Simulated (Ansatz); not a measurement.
## Amorphous Ga24O39Mo

The cell was made by melting and quenching with the CHGNet potential and then relaxed with DFT. O atoms were pushed apart under 1.9 Å during the dynamics, to hinder bonds among them. The hot cell started wider than the set density and was brought back towards it in steps. It is the lowest in DFT energy of 2 quenches. It is a model cell: composition and starting density were chosen by hand, and all elements were melted together. No dispersion term was used.

Methods: PBE, scalar-relativistic without spin-orbit coupling (Ansatz, a first-principles code); r2SCAN, scalar-relativistic without spin-orbit coupling (Ansatz); HSE06, scalar-relativistic without spin-orbit coupling (Ansatz). Geometry, pressure, stress and energy are those of the PBE run. Its sampling: a 2×2×2 Γ-centred mesh; Fermi-Dirac width 0.02 eV; no spin polarisation. Other functionals are single points at the zone centre (r2SCAN at 500 eV; exact exchange cut at the cell's faces), free to take moments where seeds were set. At PBE the levels at both edges of the gap are localised (band-tail or defect states), and the nearest spread-out levels lie 2.3 eV apart at the zone centre.

The number of atoms in the cell comes out as 64. The density (volume relaxed, without dispersion) is 4.89 g/cm^3, the volume per atom is 12.71 Å^3 and the pressure on a 2×2×2 Γ-centred mesh is 0.05 GPa. The largest force and stress component on that mesh (the relaxation ran on the zone centre alone) is 0.08 eV/Å and 0.1 GPa and the gap between localised states on a 2×2×2 Γ-centred mesh (PBE) is 1.30 eV. The gap between localised states at the zone centre (PBE) is 1.36 eV and the gap between localised states at the zone centre (r2SCAN) comes out as 1.57 eV. The gap between localised states at the zone centre (HSE06) is 2.66 eV.

Bonds are counted up to Ga-Ga 2.68 Å, Ga-O 2.40 Å, Ga-Mo 2.86 Å, O-O 1.58 Å, O-Mo 2.42 Å, Mo-Mo 3.04 Å. Two cations that share two anions don't count as bonded, nor two that share one unless they lie closer than Ga-Ga 2.61 Å, Ga-Mo 2.78 Å, Mo-Mo 2.95 Å.

```yaml
Mean coordination of Ga by anions: 4.54 (13 with 4, 9 with 5, 2 with 6)
Mean coordination of O: 2.95 (1 with 1, 3 with 2, 32 with 3, 3 with 4)
Mean coordination of Mo by anions: 6.00 (1 with 6)
Mean Ga-O bond: 1.933 Å (spread 0.088 Å, 109 counted)
Mean O-Mo bond: 1.969 Å (spread 0.139 Å, 6 counted)
```

Its density started from a set value of 4.95 g/cm³. Cooling (nominally 220 K/ps over its main leg) ran many orders faster than in experiment, which tends to leave more defects and strain. One small periodic cell is one sample of the glass; other quenches scatter about these values. Volume and shape were free in the relaxation.
